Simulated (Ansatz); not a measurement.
Pressure series in C

The reference is C in the graphite type structure (space group P6_3/mmc, No. 194; layered, stacked along the Cartesian z axis).

```xyz
4
Lattice="2.4650 0.0000 0.0000 -1.2325 2.1348 0.0000 0.0000 0.0000 6.7305" Properties=species:S:1:pos:R:3 pbc="T T T"
C      0.0000     0.0000     1.6826
C      0.0000     0.0000     5.0478
C      0.0000     1.4232     1.6826
C      1.2325     0.7116     5.0478
```

Cell and atoms are relaxed at each pressure.

Method: PBE-D3(BJ) (Ansatz, an electronic-structure program; PAW; 420 eV plane waves; spin-orbit coupling left out).

| pressure (GPa) | volume per atom (Å³/atom) |
|---|---|
| -1 | 9.217 |
| 0 | 8.854 |
| 0.3 | 8.779 |
| 0.7 | 8.684 |
| 1.5 | 8.522 |
| 3 | 8.290 |
| 5 | ? |
| 7.5 | 7.832 |
| 10 | 7.651 |

Question: Fit the third-order Birch–Murnaghan form P(V) = (3B₀/2)[(V₀/V)^(7/3) − (V₀/V)^(5/3)]·[1 + (3/4)(B₀′ − 4)((V₀/V)^(2/3) − 1)] (squares taken in P) to the rows shown and predict the withheld row.

Answer: Least squares on the printed values gives V₀ = 8.854 Å³/atom, B₀ = 31.7 GPa, B₀′ = 12.0; this predicts 8.058 Å³/atom, and the run gives 8.058 Å³/atom, in agreement.

Measured bulk modulus of C: 33.8 GPa (room temperature; as listed in Wengen Ouyang et al., Journal of Chemical Theory and Computation (2019)); the computed value is for a static lattice, so the two differ by thermal effects too.

The mesh was chosen for an insulator and is coarse for the gapless case. Load acts through the strain it causes; cell and atoms are relaxed under it. No phonon test of stability was made. Competing high-pressure phases were not computed.
